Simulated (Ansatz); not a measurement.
Density of states of Nb5Si3 (P6_3/mcm, 16 atoms in the cell).

```
CELL_PARAMETERS angstrom
      7.53600     0.00000     0.00000
     -3.76800     6.52637     0.00000
      0.00000     0.00000     5.24900
ATOMIC_POSITIONS crystal
  Nb 0.25000 0.00000 0.25000
  Nb 0.25000 0.25000 0.75000
  Nb 0.00000 0.25000 0.25000
  Nb 0.75000 0.00000 0.75000
  Nb 0.75000 0.75000 0.25000
  Nb 0.00000 0.75000 0.75000
  Si 0.61000 0.00000 0.25000
  Si 0.61000 0.61000 0.75000
  Si 0.00000 0.61000 0.25000
  Si 0.39000 0.00000 0.75000
  Si 0.39000 0.39000 0.25000
  Si 0.00000 0.39000 0.75000
  Nb 0.33333 0.66667 0.00000
  Nb 0.66667 0.33333 0.50000
  Nb 0.66667 0.33333 0.00000
  Nb 0.33333 0.66667 0.50000
```

Method: LDA (PW92), default PAW files made with PBE (plane waves; Ansatz, a first-principles code).

SCF settings: basis.ecutwfc = 420 eV; kpoints.mp_grid.grid = 4 4 5; hamiltonian.xc = lda; hamiltonian.pseudopotentials = {kind: paw} (the program's default PAW files); scf.occupations.method = methfessel_paxton; scf.occupations.width = 0.1 eV. Keys of the DOS step: output.dos.nscf_kmesh.grid = 6 6 8; output.dos.method = {smearing: {sigma: 0.1}} eV.

The starting cell comes from a database of published, mostly measured structures (it also holds non-ambient and calculated ones), without a prior relaxation at this level. Spin polarisation is off.

Total DOS (both spins), as means of the tabulated values in each energy bin; the zero is the program's Fermi level or highest filled level, and the curve is cut to this window:

(E (eV), states/eV/cell): (-7.88, 6.86); (-7.62, 5.74); (-7.38, 2.03); (-7.12, 1.35); (-6.88, 0.03); (-6.62, 0.00); (-6.38, 0.00); (-6.12, 0.00); (-5.88, 0.00); (-5.62, 0.01); (-5.38, 1.26); (-5.12, 7.19); (-4.88, 12.2); (-4.62, 9.69); (-4.38, 4.77); (-4.12, 7.54); (-3.88, 8.43); (-3.62, 9.08); (-3.38, 8.88); (-3.12, 13.1); (-2.88, 15.0); (-2.62, 13.8); (-2.38, 15.0); (-2.12, 18.0); (-1.88, 20.1); (-1.62, 20.5); (-1.38, 13.2); (-1.12, 8.37); (-0.88, 5.81); (-0.62, 8.39); (-0.38, 11.9); (-0.12, 15.5); (0.12, 9.07); (0.38, 8.87); (0.62, 10.5); (0.88, 10.7)

Around zero the curve holds about 11 states/eV/cell.

Keys are those of Ansatz 0.2.
